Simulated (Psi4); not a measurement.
Psi4 1.11, unrestricted B3LYP/def2-svp: Sc(Cl)3 anion ([Cl][Sc]([Cl])[Cl]), charge -1, multiplicity 2, 4 atoms. The geometry is a generated start, not checked to be a minimum at this level.

```json
{
 "task": "energy",
 "method": "b3lyp",
 "basis": "def2-svp",
 "memory": "3 GB",
 "maxiter": "100",
 "keys_of_the_molecule_block": "symmetry c1",
 "scf_type": "df (default)",
 "e_convergence": "1e-06 (default)",
 "d_convergence": "1e-06 (default)",
 "dft_radial_points": "75 (default)",
 "dft_spherical_points": "302 (default)",
 "basis_functions": "85",
 "grid_points": "87865"
}
```

```xyz
4

Sc     0.0013    -0.0128     0.0000
Cl     2.1490    -0.3638    -0.5789
Cl    -0.8462    -0.9218     1.8761
Cl    -1.3041     1.2983    -1.2973
```

Charge -1 and multiplicity 2 are set for this test and not shown to be the ground state.

With the defaults (damping_percentage = 0, diis = true, scf_initial_accelerator = adiis, soscf = false, soscf_start_convergence = 0.01, level_shift = 0, level_shift_cutoff = 0.01, guess = auto, which took SAD, diis_start = 1, diis_max_vecs = 10) it converges in 10 SCF iterations. One run each on 2 threads, with these changes:
- diis_start = 4
- soscf = true, soscf_start_convergence = 0.001
- guess = sadno
- guess = sap
- level_shift = 0.5, level_shift_cutoff = 0.001
- diis_max_vecs = 6
- soscf = true, soscf_start_convergence = 0.1
- damping_percentage = 60, diis = false, scf_initial_accelerator = none
- damping_percentage = 60

Which of these changes keep the SCF from converging, or lead it to another solution?

No convergence: damping_percentage = 60; damping_percentage = 60, diis = false, scf_initial_accelerator = none (the run ends without SCF convergence in 100 iterations). The rest reach the solution of the defaults.

| setting | SCF iterations | JK calls | end |
|---|---|---|---|
| soscf = true, soscf_start_convergence = 0.001 | 8 | 24 | same solution |
| soscf = true, soscf_start_convergence = 0.1 | 9 | 40 | same solution |
| guess = sap | 9 | 9 | same solution |
| the defaults | 10 | 11 | same solution |
| diis_max_vecs = 6 | 10 | 11 | same solution |
| level_shift = 0.5, level_shift_cutoff = 0.001 | 11 | 12 | same solution |
| guess = sadno | 12 | 12 | same solution |
| diis_start = 4 | 14 | 15 | same solution |
| damping_percentage = 60 | 100 | 101 | no convergence |
| damping_percentage = 60, diis = false, scf_initial_accelerator = none | 100 | 101 | no convergence |

An SOSCF iteration holds several JK calls; a Hückel guess adds calls on atoms.
